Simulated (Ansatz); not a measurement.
Amorphous cells of 8 compositions: the gap between the highest filled and lowest empty level at the zone centre, by PBE and by a single point of HSE06 on the same geometry (PBE, scalar-relativistic without spin-orbit coupling (plane waves to 420 eV, PAW; Ansatz, an electronic-structure program); exact exchange cut at the cells' faces). The networks come from melt-quench runs on the CHGNet potential at compositions and starting densities chosen by hand, with anions pushed apart in the CHGNet dynamics, and DFT then relaxed them. The cells are small and were quenched far faster than real films, so single cells scatter. Defect or tail levels can set these gaps. The rows are the first to finish with both values and no moments.

| cell | PBE gap x (eV) | HSE06 gap y (eV) |
|---|---|---|
| A (In9Ga9Zn9O35F2, 5.72 g/cm3) | 0.59 | 2.13 |
| B (In9Ga9Zn9O38Sn, 5.91 g/cm3) | 0.66 | withheld |
| C (In9Ga9Zn9O38Si, 5.71 g/cm3) | 0.71 | 2.27 |
| D (In9Ga9Zn9O37, 5.84 g/cm3) | 0.74 | 2.22 |
| E (In9Ga9Zn9O38Ti, 5.79 g/cm3) | 0.85 | 2.41 |
| F (In9Ga9Zn9O39W, 5.98 g/cm3) | 0.90 | 2.46 |
| G (In9Ga9Zn9O41Ta2, 6.11 g/cm3) | 1.07 | 2.65 |
| H (Hf18O41Nb2, 8.49 g/cm3) | 3.30 | 4.79 |

### Question
Fit a straight line through the 7 full rows and predict the withheld value for B (In9Ga9Zn9O38Sn, 5.91 g/cm3).

### Answer
Means: x = 1.166, y = 2.704. Slope = Σ(Δx Δy) / Σ(Δx²) = 5.349 / 5.455 = 0.981; the r.m.s. residual is 0.031. Prediction: 2.704 + 0.981 × (0.66 − 1.166) = 2.21. The run gave 2.19, 0.02 below the line.
